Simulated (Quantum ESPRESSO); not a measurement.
Habitual settings against a tight run: Ti2InC (P6_3/mmc, 8 atoms in the cell)

Self-consistent single point.

```
CELL_PARAMETERS angstrom
      3.14656     0.00000     0.00000
     -1.57328     2.72500     0.00000
      0.00000     0.00000    14.17997
ATOMIC_POSITIONS crystal
  Ti 0.66667 0.33333 0.57876
  Ti 0.33333 0.66667 0.42124
  Ti 0.33333 0.66667 0.07876
  Ti 0.66667 0.33333 0.92124
  In 0.66667 0.33333 0.25000
  In 0.33333 0.66667 0.75000
  C  0.00000 0.00000 0.50000
  C  0.00000 0.00000 0.00000
```

Method: PBEsol, GBRV 1.5 ultrasoft (PBESOL) pseudopotentials (plane waves; Quantum ESPRESSO 7.5).

Base settings: ecutwfc = 50 Ry; ecutrho = 400 Ry; occupations = smearing; smearing = marzari-vanderbilt; degauss = 0.019992 Ry; K_POINTS = automatic 11 11 2 0 0 0; conv_thr = 1e-11 Ry.

Tight run (finer mesh or higher cutoff; not a proven limit): ecutwfc: 50 Ry → 70 Ry; ecutrho: 400 Ry → 560 Ry; conv_thr: 1e-11 Ry → 7.3e-11 Ry; K_POINTS: automatic 11 11 2 0 0 0 → automatic 15 15 3 0 0 0. It gave Fermi level (on the code's own zero) 13.02 eV; pressure -6.14 GPa; largest force (vector length) 0.361 eV/Å.

Quick runs, as changes from the base:
- A: the base itself
- B: K_POINTS: automatic 11 11 2 0 0 0 → automatic 4 4 4 0 0 0
- C: ecutwfc: 50 Ry → 30 Ry; ecutrho: 400 Ry → 240 Ry; smearing: marzari-vanderbilt → methfessel-paxton; degauss: 0.019992 Ry → 0.0099958 Ry; K_POINTS: automatic 11 11 2 0 0 0 → automatic 6 6 6 1 1 1
- D: ecutwfc: 50 Ry → 25 Ry; ecutrho: 400 Ry → 200 Ry; conv_thr: 1e-11 Ry → 7.3e-06 Ry; K_POINTS: automatic 11 11 2 0 0 0 → automatic 4 4 4 0 0 0
- E: ecutwfc: 50 Ry → 30 Ry; ecutrho: 400 Ry → 240 Ry; smearing: marzari-vanderbilt → fermi-dirac; degauss: 0.019992 Ry → 0.0099958 Ry; K_POINTS: automatic 11 11 2 0 0 0 → automatic 3 3 3 1 1 1
- F: ecutwfc: 50 Ry → 25 Ry; ecutrho: 400 Ry → 200 Ry; smearing: marzari-vanderbilt → methfessel-paxton; degauss: 0.019992 Ry → 0.036749 Ry; K_POINTS: automatic 11 11 2 0 0 0 → automatic 8 8 8 0 0 0

Energies are extrapolated to zero smearing width, which holds to low order in the width alone (under cold and Methfessel-Paxton smearing the free energy itself is taken).

Dashes: pressure of D, not trusted under this conv_thr with d or f elements.

The count of work is k-points × plane waves × bands × iterations; it is no time. Core times come from one kind of shared machine and are given to one figure; runs under 30 s give none.

The starting cell comes from a database of computed structures (which also holds hypothetical and non-ambient phases and stackings), without a prior relaxation at this level. Its lattice was rescaled by a random factor within 2.5 % of one. Spin polarisation is off. In the base run, with a pressure of about -5 GPa the cell is away from its equilibrium volume at this level.

```csv
run,energy less tight (meV/atom),pressure less tight (GPa),largest miss in a force vector (eV/Å),count of work / tight,core time / tight (rough)
A,17.2,0.65,0.000,0.34,0.4
B,42.2,0.51,0.087,0.13,0.2
C,66.7,-3.74,0.042,0.19,0.2
D,536.9,–,0.009,0.029,0.04
E,50.6,-3.62,0.198,0.042,0.07
F,512.0,-36.35,0.054,0.19,0.1
```

Among the runs at the tight run's level, the energy misses run from 17.2 to 536.9 meV/atom.
